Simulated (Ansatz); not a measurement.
SnO$_{2}$ (P4_2/mnm) under hydrostatic pressure (compression positive): hole mass along z by PBE, rigid bands (plane waves, PAW, scalar-relativistic; Ansatz, a program for electronic structure). The unloaded cell, whose axes the loads refer to:

```
CELL_PARAMETERS angstrom
      4.76912     0.00000     0.00000
      0.00000     4.76912     0.00000
      0.00000     0.00000     3.21204
ATOMIC_POSITIONS crystal
  Sn 0.00000 0.00000 0.00000
  Sn 0.50000 0.50000 0.50000
  O  0.30627 0.30627 0.00000
  O  0.69373 0.69373 0.00000
  O  0.80627 0.19373 0.50000
  O  0.19373 0.80627 0.50000
```

```json
[
 {"hydrostatic pressure (compression positive) (GPa)": "-6", "volume per atom (Å³)": "12.62", "hole mass along z (mₑ)": "?"},
 {"hydrostatic pressure (compression positive) (GPa)": "-4", "volume per atom (Å³)": "12.46", "hole mass along z (mₑ)": "2.11"},
 {"hydrostatic pressure (compression positive) (GPa)": "-2", "volume per atom (Å³)": "12.31", "hole mass along z (mₑ)": "2.06"},
 {"hydrostatic pressure (compression positive) (GPa)": "0", "volume per atom (Å³)": "12.18", "hole mass along z (mₑ)": "2.02"},
 {"hydrostatic pressure (compression positive) (GPa)": "2", "volume per atom (Å³)": "12.05", "hole mass along z (mₑ)": "1.98"},
 {"hydrostatic pressure (compression positive) (GPa)": "4", "volume per atom (Å³)": "11.93", "hole mass along z (mₑ)": "1.94"},
 {"hydrostatic pressure (compression positive) (GPa)": "8", "volume per atom (Å³)": "11.71", "hole mass along z (mₑ)": "1.88"},
 {"hydrostatic pressure (compression positive) (GPa)": "12", "volume per atom (Å³)": "11.52", "hole mass along z (mₑ)": "1.82"}
]
```

**Question.** Fit a straight line to ln(hole mass along z) against the load over the rows given, and predict the row at -6 GPa.

**Answer.** The means are x̄ = 2.857 GPa and ȳ = 0.6783; Σ(x − x̄)(y − ȳ) = -1.746 and Σ(x − x̄)² = 190.9, so the slope is -0.915 % per GPa, and the rows given lie within 0.56 % of the line. At -6 GPa the line gives 2.14 mₑ; the calculation gives 2.17 mₑ, 1.5 % from it.

Masses are for dilute carriers at 300 K, harmonic means over directions unless an axis is named. Spin-orbit coupling is left out. Stresses and pressures are the targets of the relaxation. The structure type is held at every load. Geometry: cell and atoms relaxed with PBEsol.
